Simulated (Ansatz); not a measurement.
Base system: ZrO$_{2}$ (space group P4_2/nmc, No. 137; a = 3.584 Å, c = 5.177 Å).

Perturbation: a hydrostatic pressure of 30 GPa.

Levels (all Ansatz, a first-principles code, PAW): PBEsol (420 eV, spin-orbit coupling left out); r2SCAN (500 eV, spin-orbit coupling left out); HSE06 (420 eV, scalar-relativistic without spin-orbit coupling).

One geometry, relaxed with PBEsol, under each level:

```csv
level,band gap,lowest conduction level above the VBM at special points,pressure
PBEsol,3.73 eV,Γ 3.73 eV; X 4.25 eV; M 4.40 eV; Z 4.48 eV,29.99 GPa
r2SCAN,4.37 eV,Γ 4.37 eV; X 4.85 eV; M 5.02 eV; Z 5.11 eV,35.92 GPa
HSE06,(withheld),(withheld),–
```

Problem. Give the withheld HSE06 results.

Solution. 
- HSE06, band gap: 5.48 eV
- HSE06, lowest conduction level above the VBM at special points: Γ 5.48 eV; X 6.00 eV; M 6.14 eV

Single points use the geometry relaxed with PBEsol. Their cutoffs differ, which shifts pressures a little. The hybrid gap comes from the SCF mesh plus the semilocal run's edge points and a few special points and is an upper bound. Load acts through the strain it causes; cell and atoms are relaxed under it. Whether these cells are dynamically stable was not tested. No other phases were tried under pressure. This is not the structure that ZrO2 has at room temperature and ambient pressure.
